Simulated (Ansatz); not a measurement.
The reference is GaAs in the zinc blende structure (space group F-43m, No. 216; a = 5.659 Å). Axes: x, y, z lie along the cube axes.

Computed with Ansatz (a quantum-chemistry and plane-wave program), PBEsol, PAW, cutoff 420 eV, without spin-orbit coupling.

Now apply this change: a pure shear with ε_xy = ε_yx = 0.0200, atoms relaxed at fixed cell.

### Question
Predict the stress tensor and what it implies for the stiffness.

### Answer
Stress of the strained cell less that of the base (GPa, compression positive):
```
   0.08   -2.20    0.00
  -2.20    0.08    0.00
   0.00    0.00   -0.01
```

Then −Δσ/γ with γ = 2ε = 0.0400 gives secant stiffness values (nonlinear terms included at this strain): C66 ≈ 55 GPa.

As a check, the harmonic strain energy −½ V₀ Δσ:ε is 6.2 meV/atom; the computed energy rise is 6.2 meV/atom.

Stability against distortions was not tested.
